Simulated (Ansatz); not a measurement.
System: GdIn₃ (Pm-3m, No. 221; cell taken from a computed entry). Method: LDA in Ansatz (plane waves, PAW).

Run with plane-wave cutoff 500 eV, 12×12×12 k mesh, Fermi–Dirac smearing 0.1 eV, spin-polarised start, scalar-relativistic PAW data made under PBE.

Computed at the level's own relaxed cell.

Estimate the equilibrium volume per atom that the calculation returns.


- equilibrium volume per atom = 23.15 Å³/atom

The run finds no gap.

Note: the magnetic order was assumed, not searched for or taken from measurement; the relaxation could not lower the start's symmetry, so the cell can be a saddle point above a distorted one; the 4f shell is treated without U or exact exchange, so its levels and filling can be wrong.

Spin–orbit coupling is not included.

The computed numbers hold no vibrational or temperature effects.

Cost on a shared machine: about 2.5 core-minutes (a rough figure).

Ansatz is a first-principles code.
